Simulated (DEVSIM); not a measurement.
System: Cr/La2O3/SiO2/p-Si capacitor, at 250 K.

| layer (left to right) | material | thickness (nm) | Na (cm⁻³) |
|---|---|---|---|
| 1 | La2O3 | 16.0 | - |
| 2 | SiO2 | 1.00 | - |
| 3 | Si | 12000 | 2.2e15 |

Metal gate on the left, work function 4.5 eV. Fixed charge at the semiconductor interface 0 cm⁻² (in units of +e); no interface traps.

This is a model device: material constants are rounded textbook-type values typed into the input, and sizes, dopings and lifetimes were drawn at random. Values at 300 K; Nc and Nv go as T^1.5, mobilities as T to minus their exponent, the gap by Varshni's rule with the affinity fixed.

```csv
parameter,La2O3,SiO2,Si
gap (eV),5.8,9,1.124
affinity (eV),1.8,0.9,4.05
permittivity,27,3.9,11.7
Nc (cm⁻³),-,-,2.86e19
Nv (cm⁻³),-,-,3.1e19
Varshni α (eV/K),-,-,0.000473
Varshni β (K),-,-,636
```

Simulated with DEVSIM: 1D Poisson equation in equilibrium, Boltzmann statistics, complete ionisation; no quantum confinement or tunnelling. Metal contacts follow the ideal Schottky-Mott rule: no Fermi-level pinning, no interface dipoles.

The temperature was swept, all else fixed.

| temperature (K) | flat-band voltage (V) | minimum of the low-frequency capacitance (μF/cm²) | threshold voltage (band bending 2φF) (V) |
|---|---|---|---|
| 250 | -0.49 | ? | ? |
| 300 | -0.43 | 0.0192 | 0.23 |
| 350 | -0.37 | 0.0222 | 0.18 |
| 400 | -0.30 | 0.0268 | 0.13 |
| 450 | -0.24 | 0.0345 | 0.07 |
| 500 | -0.17 | 0.0546 | 0.02 |

### Question
Fill in the missing entries.

### Answer

- 250, minimum of the low-frequency capacitance (μF/cm²): 0.0171
- 250, threshold voltage (band bending 2φF) (V): 0.27
